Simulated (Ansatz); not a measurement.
We consider BAs (model structure, started from the BeO type, P4₂/mnm, No. 136, 8 atoms in the cell), described by r²SCAN+SOC (Ansatz, an electronic-structure program, PAW).

Run with plane-wave cutoff 560 eV, 6×6×10 k mesh (along the axes of the cell as run), Fermi–Dirac smearing 0.01 eV, PAW data made under PBE.

Cell (relaxed with PBEsol):

```yaml
crystal:
  lattice:
    - [5.83729, 0.00000, 0.00000]
    - [0.00000, 5.83729, 0.00000]
    - [0.00000, 0.00000, 3.36177]
  atoms:
    - { symbol: B, position: [0.32270, 0.67730, 0.00000] }
    - { symbol: B, position: [0.67730, 0.32270, 0.00000] }
    - { symbol: B, position: [0.82270, 0.82270, 0.50000] }
    - { symbol: B, position: [0.17730, 0.17730, 0.50000] }
    - { symbol: As, position: [0.31842, 0.31842, 0.00000] }
    - { symbol: As, position: [0.68158, 0.68158, 0.00000] }
    - { symbol: As, position: [0.18158, 0.81842, 0.50000] }
    - { symbol: As, position: [0.81842, 0.18158, 0.50000] }
```

Task: Give the computed band gap and smallest direct gap on the k points sampled.

Result: 
- band gap: 0.80 eV (indirect)
- smallest direct gap on the k points sampled: 1.27 eV

Note: the relaxation could raise the start's symmetry but not lower it, so the cell can be a saddle point; cell and atoms aren't relaxed at this level (pressure 1.3 GPa).

Static lattice: no zero-point or thermal effects.

A model structure was made by putting elements into a prototype or built by hand; it is no filed structure, need not be a known phase, and can be a saddle point held by its symmetry.
